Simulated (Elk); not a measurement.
A self-consistent single point of YCo4Si (P-6m2, 6 atoms in the cell) with Elk

Method of the run: LDA (PW92), all-electron FP-LAPW, Elk's shipped species files, APW+lo basis with extra local orbitals run with Elk.

Input as run:

```
tasks
  0

spinpol
  .true.

reducebf
  0.5

rgkmax
  7.5

gmaxvr
  16.0

nxlo
  2

lorbcnd
  .true.

rmtscf
  0.87

lmaxi
  2

nempty
  10

swidth
  0.00367493

maxscl
  100

avec
    9.5920230125    0.0000000067    0.0000000000
   -4.7960115121    8.3069355991    0.0000000000
    0.0000000000    0.0000000000    7.0272111561

atoms
  3
  'Y.in'
  1
  0.6666666667  0.3333333333  0.0000000000    0.0 0.0 0.0
  'Co.in'
  4
  0.3333333333  0.6666666667  0.0000000000    0.0 0.0 -1.5
  0.6666770000  0.8333380000  0.5000000000    0.0 0.0 -1.5
  0.1666620000  0.3333230000  0.5000000000    0.0 0.0 -1.5
  0.1666620000  0.8333380000  0.5000000000    0.0 0.0 -1.5
  'Si.in'
  1
  0.0000000000  0.0000000000  0.0000000000    0.0 0.0 0.0

ngridk
  5 5 6
```

Log, with long lists cut:

```
│ Elk code version 10.2.4 │

All units are atomic (Hartree, Bohr, etc.)

│ Ground-state run starting from atomic densities │

Lattice vectors :
   9.592023013      0.6700000000E-08   0.000000000
  -4.796011512       8.306935599       0.000000000
   0.000000000       0.000000000       7.027211156

Unit cell volume      :    559.9304158
Brillouin zone volume :   0.4430018560

Muffin-tin inner radius fraction :   0.1000000000E-01

Nuclei treated as point charges

Species :    1 (Y)
 parameters loaded from : Y.in
 name : yttrium
 nuclear charge    :   -39.00000000
 electronic charge :    39.00000000
 atomic mass :    162065.4502
 muffin-tin radius :    2.262000000
 number of radial points in muffin-tin :    597
 atomic positions (lattice), magnetic fields (Cartesian) :
   1 :   0.00000000  0.00000000  0.00000000    0.00000000  0.00000000  0.00000000

Species :    2 (Co)
 parameters loaded from : Co.in
 name : cobalt
 nuclear charge    :   -27.00000000
 electronic charge :    27.00000000
 atomic mass :    107428.6517
 muffin-tin radius :    2.088000000
 number of radial points in muffin-tin :    497
 atomic positions (lattice), magnetic fields (Cartesian) :
   1 :   0.66666667  0.33333333  0.00000000    0.00000000  0.00000000 -1.50000000
   2 :   0.00001033  0.50000467  0.50000000    0.00000000  0.00000000 -1.50000000
   3 :   0.49999533  0.99998967  0.50000000    0.00000000  0.00000000 -1.50000000
   4 :   0.49999533  0.50000467  0.50000000    0.00000000  0.00000000 -1.50000000

Species :    3 (Si)
 parameters loaded from : Si.in
 name : silicon
 nuclear charge    :   -14.00000000
 electronic charge :    14.00000000
 atomic mass :    51196.73454
 muffin-tin radius :    1.914000000
 number of radial points in muffin-tin :    397
 atomic positions (lattice), magnetic fields (Cartesian) :
   1 :   0.33333333  0.66666667  0.00000000    0.00000000  0.00000000  0.00000000

Total number of atoms per unit cell :    6

   [... lines left out ...]
 potential will be trimmed for |G| > 2 gkmax
Constant for pseudocharge density :    9
Radial integration step length :    4

G-vector grid sizes :     49    49    36
Number of G-vectors :    38741

Maximum angular momentum used for
 APW functions                      :    8
 outer part of muffin-tin           :    6
 inner part of muffin-tin           :    2

Total nuclear charge    :   -161.0000000
Total core charge       :    86.00000000
Total valence charge    :    75.00000000
Total excess charge     :    0.000000000
Total electronic charge :    161.0000000

Effective Wigner radius, rₛ :   0.9398816948

Number of empty states         :   60
Total number of valence states :  196
Total number of core states    :   86

Conduction state local-orbitals added automatically
Total number of local-orbitals :  471

Exchange-correlation functional :      3     0     0
 Perdew-Wang/Ceperley-Alder, Phys. Rev. B 45, 13244 (1992)
 gradient requirement :    0
 local density approximation (LDA)

Smearing type :    3
 Fermi-Dirac
Smearing width :   0.3674930000E-02
Effective electronic temperature (K) :    1160.451112

Mixing type :    3
 Broyden mixing, J. Phys. A: Math. Gen. 17, L317 (1984)

Kohn-Sham potential initialised from atomic data
│ Self-consistent loop started │
│ Loop number : 1 │
 total energy                :     -9255.48905862
 total moment                :    6.114335351
│ Loop number : 2 │
 total energy                :     -9254.64341601
 total moment                :    6.121292589
RMS change in Kohn-Sham potential (target) :   0.2461801220     (  0.1000000000E-05)
Absolute change in total energy (target)   :   0.8456426093     (  0.1000000000E-03)
│ Loop number : 3 │
 total energy                :     -9255.61494808
 total moment                :    6.082674373
RMS change in Kohn-Sham potential (target) :   0.2475317613     (  0.1000000000E-05)
Absolute change in total energy (target)   :   0.7601214166     (  0.1000000000E-03)
│ Loop number : 4 │
 total energy                :     -9255.51920123
 total moment                :    5.934107386
RMS change in Kohn-Sham potential (target) :   0.2439321954     (  0.1000000000E-05)
Absolute change in total energy (target)   :   0.9428350794E-01 (  0.1000000000E-03)
│ Loop number : 5 │
 total energy                :     -9255.56521953
   [... lines left out ...]
 total moment                :   -3.424972734
RMS change in Kohn-Sham potential (target) :   0.4078331599E-05 (  0.1000000000E-05)
Absolute change in total energy (target)   :   0.1206537636E-03 (  0.1000000000E-03)
│ Loop number : 30 │
 total energy                :     -9235.65684605
 total moment                :   -3.426244947
RMS change in Kohn-Sham potential (target) :   0.6784808856E-06 (  0.1000000000E-05)
Absolute change in total energy (target)   :   0.1723873120E-03 (  0.1000000000E-03)
│ Loop number : 31 │
 total energy                :     -9235.65684838
 total moment                :   -3.426366097
RMS change in Kohn-Sham potential (target) :   0.1165805065E-05 (  0.1000000000E-05)
Absolute change in total energy (target)   :   0.4543472824E-04 (  0.1000000000E-03)
│ Loop number : 32 │
 total energy                :     -9235.65685492
 total moment                :   -3.426380990
RMS change in Kohn-Sham potential (target) :   0.1596283555E-06 (  0.1000000000E-05)
Absolute change in total energy (target)   :   0.1789277303E-04 (  0.1000000000E-03)
Convergence targets achieved

│ Loop number : 33 │

Energies :
 Fermi                       :     0.343835339032
 sum of eigenvalues          :     -5352.44788566
 electron kinetic            :      9421.22496886
 core electron kinetic       :      8815.99738711
 Coulomb                     :     -18301.7869280
 Coulomb potential           :     -14303.5059440
 nuclear-nuclear             :     -1171.99396546
 electron-nuclear            :     -19956.0799810
 Hartree                     :      2826.28701846
 Madelung                    :     -11150.0339559
 xc potential                :     -470.092822449
 xc effective B-field        :    -0.740853919780E-01
 external B-field            :      0.00000000000
 exchange                    :     -341.058703988
 correlation                 :     -14.0274546675
 electron entropic           :    -0.876855766187E-02
 total energy                :     -9235.65688632
 (external B-field energy excluded from total)

Density of states at Fermi energy :    197.4271443
 (states/Hartree/unit cell)

Estimated indirect band gap :   0.4738222079E-03
 from k-point     25 to k-point     20
Estimated direct band gap   :   0.2253267827E-02
 at k-point     20

Charges :
 core                        :    86.00000000
 valence                     :    75.00000000
 interstitial                :    11.11401479
 muffin-tins (core leakage)
  species :    1 (Y)
   atom    1                 :    36.16808754     (  0.8421675583E-04)
  species :    2 (Co)
   atom    1                 :    25.52029265     (  0.2413448715E-02)
   atom    2                 :    25.53801972     (  0.2420245767E-02)
   atom    3                 :    25.53801972     (  0.2420245767E-02)
   atom    4                 :    25.53801972     (  0.2420245767E-02)
  species :    3 (Si)
   atom    1                 :    11.58354585     (  0.5874872464E-02)
 total in muffin-tins        :    149.8859852
 total calculated charge     :    160.9880501
 total charge                :    161.0000000
 error                       :   0.1194994681E-01

Moments :
 interstitial                :   0.2035883187
 muffin-tins
  species :    1 (Y)
   atom    1                 :   0.7522130724E-01
  species :    2 (Co)
   atom    1                 :   -1.350476077
   atom    2                 :  -0.7894844915
   atom    3                 :  -0.7894844915
   atom    4                 :  -0.7894844915
  species :    3 (Si)
   atom    1                 :   0.1366760285E-01
 total in muffin-tins        :   -3.630040641
 total moment                :   -3.426452323

│ Self-consistent loop stopped │
```

The run converged in 33 iterations. The count includes the last loop, which Elk runs after its targets are met.

The starting cell comes from a database of computed structures (which also holds hypothetical and non-ambient phases and stackings), without a prior relaxation at this level. The magnetic order is the one reached from the typed start; others were not searched systematically. Values depend on the basis (sphere radii, cutoffs, local orbitals), which need not be converged. The log's line on a gap gives a spacing of levels on this mesh, which the program prints for metals too.

Cost on one core of a shared machine: roughly 20 min.
